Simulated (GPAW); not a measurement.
# Worked example: self-consistent single point of LiAu3 (I4/mmm, 4 atoms in the cell) in GPAW

Method: PBEsol, GPAW PAW datasets PBEsol (made by gpaw-setup) (plane waves; GPAW).

Input as run:

```python
from ase import Atoms
from ase.units import GPa
from gpaw import GPAW

atoms = Atoms(['Li', 'Au', 'Au', 'Au'],
              cell=[[-1.984385, 1.984385, 4.173870],
                    [1.984385, -1.984385, 4.173870],
                    [1.984385, 1.984385, -4.173870]],
              scaled_positions=[[0.000000, 0.000000, 0.000000],
                                [0.750000, 0.250000, 0.500000],
                                [0.250000, 0.750000, 0.500000],
                                [0.500000, 0.500000, 0.000000]],
              pbc=True)

calc = GPAW(mode={'name': 'pw', 'ecut': 550},
            xc='PBEsol',
            kpts={'size': (10, 10, 10), 'gamma': True},
            occupations={'name': 'fermi-dirac', 'width': 0.1},
            nbands=-8,
            convergence={'density': 1e-05, 'energy': 1e-05},
            symmetry={'symmorphic': False, 'tolerance': 0.0005},
            maxiter=120,
            txt='-')

atoms.calc = calc

energy = atoms.get_potential_energy()
print('Energy (eV):', round(energy, 6))
forces = atoms.get_forces()
print('Forces (eV/Ang):')
print(forces.round(5))
stress = atoms.get_stress()
print('Stress (GPa, Voigt):', (stress / GPa).round(4))
```

Output, abridged:

```
Input parameters:
  convergence: {density: 1e-05,
                energy: 1e-05}
  kpts: {gamma: True,
         size: (10, 10, 10)}
  maxiter: 120
  mode: {ecut: 550,
         name: pw}
  nbands: -8
  occupations: {name: fermi-dirac,
                width: 0.1}
  symmetry: {symmorphic: False,
             tolerance: 0.0005}
  xc: PBEsol

species:
  Li:
    name: Lithium
    Z: 3.0
    valence: 1
    core: 2
    charge: 0.0
    file: Li.PBEsol.gz

    # Using partial waves for Li as LCAO basis

  Au:
    name: Gold
    Z: 79.0
    valence: 11
    core: 68
    charge: 0.0
    file: Au.PBEsol.gz

    # Using partial waves for Au as LCAO basis

Reference energy: -1549568.003040  # eV

Spin-paired calculation

Convergence criteria:
 Maximum [total energy] change in last 3 cyles: 1e-05 eV / valence electron
 Maximum integral of absolute [dens]ity change: 1e-05 electrons / valence electron
 Maximum integral of absolute [eigenst]ate change: 4e-08 eV^2 / valence electron
 Maximum number of scf [iter]ations: 120

Symmetries present (total): 16
Symmetries with fractional translations: 0
1000 k-points: 10 x 10 x 10 Monkhorst-Pack grid + [1/20,1/20,1/20]
102 k-points in the irreducible part of the Brillouin zone
       k-points in crystal coordinates                weights
   0:     0.00000000    0.00000000    0.00000000          1/1000
   1:     0.10000000   -0.10000000    0.00000000          4/1000
   2:     0.10000000   -0.10000000    0.10000000          4/1000
   [... 7 lines left out ...]
          ...
 101:     0.50000000    0.50000000    0.50000000          1/1000

Wave functions: Plane wave expansion
  Cutoff energy: 550.000 eV
  Number of coefficients (min, max): 1898, 1949
  Pulay-stress correction: 0.000000 eV/Ang^3 (de/decut=0.000000)

Occupation numbers: Fermi-Dirac:
  width: 0.1000  # eV

Eigensolver

Densities:
  Coarse grid: 28*28*28 grid
  Fine grid: 56*56*56 grid
  Total Charge: 0.000000

Density mixing:
  Method: separate
  Backend: pulay
  Linear mixing parameter: 0.05
  old densities: 5
  Damping of long wavelength oscillations: 50

Hamiltonian:
  XC and Coulomb potentials evaluated on a 56*56*56 grid
  External potential:
    NoExternalPotential

XC parameters: PBEsol with 2 nearest neighbor stencil

Number of atoms: 4
Number of atomic orbitals: 31
Number of bands in calculation: 25
Number of valence electrons: 34
Bands to converge: occupied

Density initialized from atomic densities
  25 bands from LCAO basis set

Atomic positions and initial magnetic moments

Positions:
   0 Li     0.000000    0.000000    0.000000    ( 0.0000,  0.0000,  0.0000)
   1 Au    -0.000000    1.984385    2.086935    ( 0.0000,  0.0000,  0.0000)
   2 Au     1.984385    0.000000    2.086935    ( 0.0000,  0.0000,  0.0000)
   3 Au     0.000000    0.000000    4.173870    ( 0.0000,  0.0000,  0.0000)

Unit cell:
           periodic     x           y           z      points  spacing
  1. axis:    yes   -1.984385    1.984385    4.173870    28     0.1280
  2. axis:    yes    1.984385   -1.984385    4.173870    28     0.1280
  3. axis:    yes    1.984385    1.984385   -4.173870    28     0.1002

  Lengths:   5.029588   5.029588   5.029588
  Angles:  133.525145 133.525145  67.830634

Effective grid spacing dv^(1/3) = 0.1441

     iter     time        total  log10-change:
                         energy   eigst   dens
iter:   1 --:--:--   -16.888588
iter:   2 --:--:--   -16.416147   -1.88  -1.17
iter:   3 --:--:--   -15.089201   -0.82  -1.21
iter:   4 --:--:--   -14.883757   -2.47  -1.79
iter:   5 --:--:--   -14.962128   -1.95  -2.00
iter:   6 --:--:--   -14.879981   -2.01  -1.81
iter:   7 --:--:--   -14.852183   -3.26  -2.20
iter:   8 --:--:--   -14.850304   -3.83  -2.65
iter:   9 --:--:--   -14.849974   -4.82  -2.94
iter:  10 --:--:--   -14.850083c  -4.49  -3.11
iter:  11 --:--:--   -14.849888c  -5.15  -3.26
iter:  12 --:--:--   -14.849865c  -6.15  -3.61
iter:  13 --:--:--   -14.849867c  -6.56  -3.75
iter:  14 --:--:--   -14.849865c  -6.36  -3.78
iter:  15 --:--:--   -14.849864c  -7.59c -4.12
iter:  16 --:--:--   -14.849849c  -6.35  -4.33
iter:  17 --:--:--   -14.849850c  -7.88c -4.70
iter:  18 --:--:--   -14.849850c  -9.63c -5.09c

Converged after 18 iterations.

Dipole moment: (0.000000, -0.000000, -0.000000) |e|*Ang

Energy contributions relative to reference atoms: (reference = -1549568.003040)

Kinetic:        -36.846374
Potential:      +30.468671
External:        +0.000000
XC:              -8.947405
Entropy (-ST):   -0.028419
Local:           +0.489467
SIC:             +0.000000
--------------------------
Free energy:    -14.864060
Extrapolated:   -14.849850

Showing only first 2 kpts
 Kpt  Band  Eigenvalues  Occupancy
  0    15      6.39448    1.99999
  0    16      8.50850    0.00048
  0    17     12.11202    0.00000
  0    18     13.31175    0.00000

  1    15      6.11905    2.00000
  1    16      9.11300    0.00000
  1    17     11.71630    0.00000
  1    18     11.94560    0.00000

Fermi level: 7.67428

No gap
No difference between direct/indirect transitions
Energy (eV): -14.84985

Forces in eV/Ang:
  0 Li    0.00000    0.00000   -0.00000
  1 Au   -0.00000   -0.00000    0.00000
  2 Au   -0.00000    0.00000    0.00000
  3 Au    0.00000    0.00000   -0.00000

Stress tensor:
     0.008850     0.000000     0.000000
     0.000000     0.008850     0.000000
     0.000000     0.000000     0.011384
Stress (GPa, Voigt): [1.4179 1.4179 1.8239 0.     0.     0.    ]
```

The run converged in 18 iterations. GPAW prints stress with tension positive.

The starting cell comes from a database of computed structures (which also holds hypothetical and non-ambient phases and stackings), without a prior relaxation at this level. Spin-orbit coupling is off.

Cost on one core of a shared machine: roughly 2 min.
